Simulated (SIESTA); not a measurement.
# SIESTA run on BH3O3 (P3_2, 42 atoms in the cell): self-consistent single point

Level of theory: GGA PBEsol, numerical atomic orbitals DZP, PseudoDojo PBEsol standard norm-conserving potentials (rewritten from UPF to PSML) run with SIESTA.

The input file:

```
# files in the folder: B.psml H.psml O.psml (PseudoDojo PBEsol standard)
SystemName  B(HO)3
SystemLabel B(HO)3

NumberOfAtoms                42
NumberOfSpecies              3
%block ChemicalSpeciesLabel
  1 5 B
  2 1 H
  3 8 O
%endblock ChemicalSpeciesLabel
LatticeConstant              1.0 Bohr
%block LatticeVectors
    13.026467992    0.000000000    0.000000000
    -6.513233996   11.281253004    0.000000000
     0.000000000    0.000000000   16.946156817
%endblock LatticeVectors
AtomicCoordinatesFormat      Ang
%block AtomicCoordinatesAndAtomicSpecies
    -0.926288531    3.846987219    2.642100418  1
     0.578210843    3.244098934    8.620450073  1
     0.348077688    4.848477847    5.631270762  1
     2.508165310    1.854154591    2.773115885  1
     4.033482480    1.245057734    8.751465541  1
     3.798317210    2.870569675    5.762286229  1
    -2.312464239    4.714038356    5.745759090  2
     0.520410438    1.610109903    2.756588745  2
     1.792053801    5.615415740    8.734929434  2
    -2.135202773    5.444799371    2.705769810  2
    -0.201077853    1.398242340    8.684119465  2
     2.336280625    5.096522289    5.694940154  2
    -0.629290270    4.850209084    8.691948110  2
    -0.439103847    2.999696059    5.702777766  2
     1.068394117    4.089658857    2.713598455  2
     1.806943350    2.620376111    5.724685418  2
     3.720526206    0.254670900    2.735515073  2
     4.812495443    3.094734989    8.713855762  2
     2.043108151    1.004953102    8.657961210  2
     5.001441070    1.266907136    5.668790865  2
     3.295415779    3.697921762    2.679611554  2
     2.565724449    3.493576124    8.636708187  2
     2.584922317    0.475194647    5.647537843  2
     5.189318235    2.001011229    2.658358531  2
    -2.148920459    4.453099185    2.631967120  3
     0.664618484    1.882212567    8.610316776  3
     1.484301976    5.604252248    5.621137464  3
    -0.876243101    5.453216764    5.613667520  3
    -0.837847364    2.484324779    2.624497176  3
     1.714090465    4.002022457    8.602837864  3
    -0.645317216    3.854389748    8.670067362  3
     0.431314407    3.483725984    5.680897017  3
     0.214002809    4.601448268    2.691717706  3
     1.372044422    1.099275657    2.815532254  3
     5.255287211    0.638587581    8.793881910  3
     3.712633366    4.231918762    5.804702599  3
     2.426824252    3.218249778    2.738680608  3
     2.892812008    0.492566713    8.717030264  3
     5.020328740    2.258965509    5.727850952  3
     2.661438058    2.111034311    5.734011638  3
     3.734381759    1.249355977    2.744841294  3
     3.944145183    2.609391712    8.723181983  3
%endblock AtomicCoordinatesAndAtomicSpecies

XC.functional                GGA
XC.authors                   PBEsol
PAO.BasisSize                DZP
PAO.EnergyShift              0.005 Ry
MeshCutoff                   350 Ry
%block kgrid.MonkhorstPack
    5   0   0  0.0
    0   5   0  0.0
    0   0   3  0.0
%endblock kgrid.MonkhorstPack
OccupationFunction           FD
ElectronicTemperature        0.01 eV

MaxSCFIterations             150
SCF.Mixer.Method             Pulay
SCF.Mixer.Weight             0.2
SCF.Mixer.History            6
SCF.DM.Tolerance             1.0E-05
Diag.ParallelOverK           true
WriteForces                  true
```

Output, abridged:

```
reinit: Reading from file input.fdf

reinit: System Name: B(HO)3
reinit: System Label: B(HO)3

coor:   Atomic-coordinates input format  =     Cartesian coordinates
coor:                                          (in Angstroms)

siesta: Atomic coordinates (Bohr) and species
siesta:     -1.75043   7.26975   4.99285  1        1
siesta:      1.09266   6.13046  16.29029  1        2
siesta:      0.65777   9.16230  10.64156  1        3
siesta:      4.73975   3.50384   5.24043  1        4
siesta:      7.62218   2.35282  16.53787  1        5
siesta:      7.17778   5.42459  10.88914  1        6
   [... 31 lines left out ...]
siesta:      5.46662   0.93082  16.47280  3       38
siesta:      9.48705   4.26883  10.82407  3       39
siesta:      5.02939   3.98928  10.83571  3       40
siesta:      7.05696   2.36094   5.18700  3       41
siesta:      7.45335   4.93104  16.48442  3       42

siesta: System type = bulk

initatomlists: Number of atoms, orbitals, and projectors:     42   402   372

siesta: ******************** Simulation parameters ****************************
redata: Spin configuration                          = none
redata: Time-Reversal Symmetry                      = T
redata: Number of Atomic Species                    =        3
redata: Mesh Cutoff                                 =   350.0000 Ry
redata: Net charge of the system                    =     0.0000 |e|
redata: Min. number of SCF Iter                     =        0
redata: Max. number of SCF Iter                     =      150
redata: SCF convergence failure will abort job
redata: SCF mix quantity                            = Hamiltonian
redata: Mix DM or H after convergence               =   F
redata: Recompute H after scf cycle                 =   F
redata: Mix DM in first SCF step                    =   T
redata: No kicks to SCF
redata: DM Mixing Weight for Kicks                  =     0.5000
   [... lines left out ...]
diag: Parallel distribution                         =     1 x     1
diag: Used triangular part                          = Lower
diag: Absolute tolerance                            =  0.100E-15
diag: Orthogonalization factor                      =  0.100E-05
diag: Memory factor                                 =  1.0000

superc: Internal auxiliary supercell:     3 x     3 x     3  =      27
superc: Number of atoms, orbitals, and projectors:   1134  10854  10044

                        Single-point calculation

superc: Internal auxiliary supercell:     3 x     3 x     3  =      27
superc: Number of atoms, orbitals, and projectors:   1134  10854  10044

outcell: Unit cell vectors (Ang):
        6.893310    0.000000    0.000000
       -3.446655    5.969782    0.000000
        0.000000    0.000000    8.967520

outcell: Cell vector modules (Ang)   :    6.893310    6.893310    8.967520
outcell: Cell angles (23,13,12) (deg):     90.0000     90.0000    120.0000
outcell: Cell volume (Ang**3)        :    369.0274
new_DM -- step:     1
Initializing Density Matrix...

Attempting to read DM from file... Failed...
DM filled with atomic data:

InitMesh: MESH = 72 x 72 x 108 = 559872
InitMesh: Mesh cutoff (required, used) =   350.000   400.871 Ry

stepf: Fermi-Dirac step function
        iscf     Eharris(eV)        E_KS(eV)     FreeEng(eV)     dDmax    Ef(eV) dHmax(eV)
   scf:    1    -8820.003667    -8842.021559    -8842.021559  1.637301 -4.565643  6.003875
   scf:    2    -8859.137606    -8851.480007    -8851.480007  0.074718 -3.830675  3.211028
   scf:    3    -8855.857625    -8854.923527    -8854.923527  0.095131 -2.897050  0.463070
   scf:    4    -8855.032155    -8855.002250    -8855.002250  0.011681 -2.819527  0.137735
   scf:    5    -8854.959339    -8854.987914    -8854.987914  0.009283 -2.715464  0.220259
   scf:    6    -8855.015584    -8855.004155    -8855.004155  0.003044 -2.739797  0.081426
   scf:    7    -8855.006957    -8855.006310    -8855.006310  0.001895 -2.751712  0.006478
   scf:    8    -8855.006336    -8855.006326    -8855.006326  0.000409 -2.752089  0.004557
   scf:    9    -8855.006336    -8855.006333    -8855.006333  0.000158 -2.750654  0.000247
   scf:   10    -8855.006333    -8855.006333    -8855.006333  0.000018 -2.750654  0.000179
   scf:   11    -8855.006333    -8855.006333    -8855.006333  0.000044 -2.750670  0.000043
   scf:   12    -8855.006333    -8855.006333    -8855.006333  0.000008 -2.750672  0.000021
SCF Convergence by DM+H criterion
max |DM_out - DM_in|         :     0.0000079379
max |H_out - H_in|      (eV) :     0.0000208145
SCF cycle converged after 12 iterations

Using DM_out to compute the final energy and forces

siesta: E_KS(eV) =            -8855.0063

siesta: E_KS - E_eggbox =     -8855.0063

siesta: Atomic forces (eV/Ang):
     1    0.069769    0.016055    0.005328
     2   -0.048719    0.052097    0.005280
     3   -0.020685   -0.068573    0.005369
   [... 39 lines left out ...]
   Tot    0.000074   -0.000072    0.004655
   Max    0.963726
   Res    0.500369    sqrt( Sum f_i^2 / 3N )
   Max    0.963726    constrained

Stress tensor Voigt[x,y,z,yz,xz,xy] (kbar):      -52.47      -52.45        1.47        0.00       -0.00        0.02
(Free)E + p*V (eV/cell)    -8847.0643
Target enthalpy (eV/cell)    -8855.0063

siesta: Program's energy decomposition (eV):
siesta: Ebs     =     -2205.011395
siesta: Eions   =     13295.255989
siesta: Ena     =      2214.186927
siesta: Ekin    =      6082.893927
siesta: Enl     =     -1348.556688
siesta: Eso     =         0.000000
siesta: Edftu   =         0.000000
siesta: DEna    =      -118.212152
siesta: DUscf   =         9.781727
siesta: DUext   =         0.000000
siesta: Ex      =     -2216.176167
siesta: Ec      =      -183.667919
siesta: Exc     =     -2399.844085
siesta: Eharris =     -8855.006333
siesta: Etot    =     -8855.006333
siesta: FreeEng =     -8855.006333

siesta: Atomic forces (eV/Ang):
siesta:      1    0.069769    0.016055    0.005328
siesta:      2   -0.048719    0.052097    0.005280
siesta:      3   -0.020685   -0.068573    0.005369
siesta:      4    0.068287    0.013794   -0.000641
siesta:      5   -0.046152    0.052562   -0.000687
siesta:      6   -0.022504   -0.065947   -0.000627
   [... 32 lines left out ...]
siesta:     39    0.686506    0.613974    0.022410
siesta:     40    0.179504   -0.909546    0.001046
siesta:     41    0.698299    0.609693    0.001028
siesta:     42   -0.877395    0.299523    0.001066
siesta: ----------------------------------------
siesta:    Tot    0.000074   -0.000072    0.004655

siesta: Stress tensor (static) (eV/Ang**3):
siesta:    -0.032746    0.000010   -0.000000
siesta:     0.000010   -0.032735    0.000000
siesta:    -0.000000    0.000000    0.000916

siesta: Cell volume =        369.027419 Ang**3

siesta: Pressure (static):
siesta:                Solid            Molecule  Units
siesta:           0.00023440          0.00012803  Ry/Bohr**3
siesta:           0.02152151          0.01175484  eV/Ang**3
siesta:          34.48125570         18.83333700  kBar
```

The run converged in 12 iterations.

The starting cell comes from a database of computed structures (which also holds hypothetical and non-ambient phases and stackings), without a prior relaxation at this level. Values carry the incompleteness of an atom-centred basis. With a pressure of about 3 GPa the cell is away from its equilibrium volume at this level.

Cost on one core of a shared machine: roughly 6 min.
